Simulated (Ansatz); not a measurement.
# ZnS: pressure 30 GPa

Take ZnS in the zinc blende structure (space group F-43m, No. 216; a = 5.4434 Å) as the base.

Perturbation: a hydrostatic pressure of 30 GPa.

The values are results of PBE (Ansatz, a program for electronic structure, PAW, no spin-orbit coupling), not measurements. k-mesh 10×10×10 (Γ-centred); smearing 0.05 eV (Fermi–Dirac).

The density grows by 1.133 g/cm³, from 4.01 g/cm³ to 5.15 g/cm³ and the lattice parameter a drops by 0.818 bohr to 9.469 bohr. The shortest interatomic distance decreases by 0.354 bohr to 4.100 bohr and the band gap goes up by 0.77 eV (2.02 eV → 2.79 eV). The gap character goes from direct at Γ to indirect, Γ → X and the smallest direct gap increases by 1.12 eV to 3.14 eV. The width of the top valence band grows by 1.05 eV, from 2.63 eV to 3.68 eV and the electron mass goes from 0.17 mₑ (at Γ) to 1.2 mₑ along k, 0.31 mₑ across (at X). The hole mass (degenerate bands, along [100]) changes from 0.18, 0.72, 0.72 mₑ (at Γ) to 0.24, 0.52, 0.52 mₑ (at Γ) and the valley order (the lowest conduction-band minima on the path, energy above the VBM, named in the base's zone) becomes X along ⟨100⟩ 2.79 eV; Γ 3.14 eV; L along ⟨111⟩ 3.67 eV (base: Γ 2.02 eV; L along ⟨111⟩ 3.26 eV; X along ⟨100⟩ 3.45 eV).

Load acts through the strain it causes; cell and atoms are relaxed under it. Masses are band curvatures over ±0.01 Å⁻¹ around the edge. Along k means along the line from Γ to the band edge. No phonon test of stability was made. Measured, ZnS leaves this structure (for rock salt) near 14.7 GPa (temperature not stated; as listed in Datta, Sujoy, Jana, Debnarayan, arXiv (2020)), on rising pressure, with hysteresis.
